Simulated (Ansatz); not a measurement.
Consider this model of amorphous Ta18O40.

```xyz
58
Lattice="9.5898 0.0000 0.0000 0.0000 9.5898 0.0000 0.0000 0.0000 9.5898" Properties=species:S:1:pos:R:3 pbc="T T T"
Ta     4.6749     1.8916     3.8117
Ta     9.3403     6.8830     9.1474
Ta     5.6000     8.7295     7.3053
Ta     0.9211     3.3070     5.2955
Ta     5.2867     1.5657     0.4850
Ta     2.9650     6.6834     8.7336
Ta     4.6301     5.2241     4.9101
Ta     8.6312     4.8893     7.1978
Ta     8.1254     6.8300     5.3399
Ta     7.1632     5.8204     2.2313
Ta     8.7599     2.3196     2.1371
Ta     2.5105     2.8427     8.1153
Ta     5.2063     5.0903     8.7880
Ta     2.3507     0.7334     6.1347
Ta     1.5941     0.2298     0.3612
Ta     1.7606     6.5264     5.0392
Ta     8.0099     1.1505     5.5272
Ta     0.2260     8.5632     3.6903
O      5.6340     5.5586     1.0981
O      1.2305     9.3675     2.1680
O      4.0578     9.2781     6.4588
O      2.9681     1.6108     4.4793
O      0.4067     3.1007     3.4397
O      1.3568     6.9371     3.2620
O      8.8753     6.9649     7.2300
O      6.9532     1.8977     1.4159
O      5.6326     0.0696     9.0852
O      0.1119     5.3188     5.3335
O      6.2682     1.4505     4.6743
O      5.0081     7.1729     8.3426
O      7.0768     4.9943     8.1630
O      4.9062     4.9254     6.6874
O      3.7645     6.8168     4.6299
O      8.6128     0.8256     3.3620
O      3.7876     2.2050     6.9758
O      0.2009     8.7906     9.1757
O      2.8628     8.4581     0.0223
O      5.3749     3.1583     9.1487
O      7.9275     6.8458     0.7777
O      4.5645     0.9743     2.2225
O      2.5685     4.5738     5.0024
O      8.5631     8.8661     5.2569
O      0.2780     1.9115     0.7413
O      6.4403     7.6201     6.0585
O      0.9474     3.7909     7.3472
O      2.2786     6.7829     7.0236
O      8.0533     4.2370     2.1138
O      1.6245     0.9731     7.9151
O      3.1925     4.6109     8.8069
O      6.3976     5.7383     4.0960
O      1.6604     8.6824     5.1101
O      3.1123     1.7476     0.1854
O      0.5098     1.3674     5.4885
O      4.7385     3.7226     3.5749
O      8.2994     7.2020     3.2826
O      1.3381     6.2254     0.2346
O      7.0977     0.5038     7.0069
O      8.4400     3.0359     5.9851
```

All values below come from PBE, scalar-relativistic without spin-orbit coupling (plane waves to 420 eV, PAW; Ansatz, a program for electronic structure). The usual formal charges leave 10 electrons over, so the level spacing at the Fermi energy parts defect or band states and needn't be the band gap.

The cell was made by melting and quenching with the CHGNet potential and then relaxed with DFT. O atoms were pushed apart under 1.9 Å during the dynamics, to hinder bonds among them. The hot cell started wider than the set density and was brought back towards it in steps. It is the lowest in DFT energy of 2 quenches. It is a model cell: composition and starting density were chosen by hand, and all elements were melted together. No dispersion term was used. Its density started from a set value of 7.41 and ended at 7.34 g/cm³. Cooling (nominally 57 K/ps over its main leg) ran many orders faster than in experiment, which tends to leave more defects and strain. A cell of this size samples the disorder only roughly. The volume was free in the relaxation, at fixed shape. Stress components on the final sampling reach 1.6 GPa. On a 2×2×2 Γ-centred mesh force components of up to 0.23 eV/Å stay, since the relaxation ran on the zone centre alone.

Neighbours within Ta-Ta 3.12 Å, Ta-O 2.50 Å, O-O 1.58 Å count as bonded. Two cations that share two anions don't count as bonded, nor two that share one unless they lie closer than Ta-Ta 3.04 Å.

Problem. Give the coordination numbers, mean bond lengths and angles.

Solution. 
The mean coordination of Ta by anions is 5.33 (2 with 4, 8 with 5, 8 with 6); 2 close contacts or bonds to cations besides. The mean coordination of O is 2.40 (25 with 2, 14 with 3, 1 with 4). The mean Ta-O bond comes out as 2.015 Å (spread 0.122 Å, 96 counted), the mean Ta-Ta close contact comes out as 2.877 Å (spread 0.000 Å, 1 counted) and the bond angle at Ta is mean 104.5°, spread 27.5°. The bond angle at O is mean 125.5°, spread 27.6°.

Problem. List the pairs of like atoms that count as bonded by the rules above.

Solution. Ta2-Ta8 (2.88 Å).
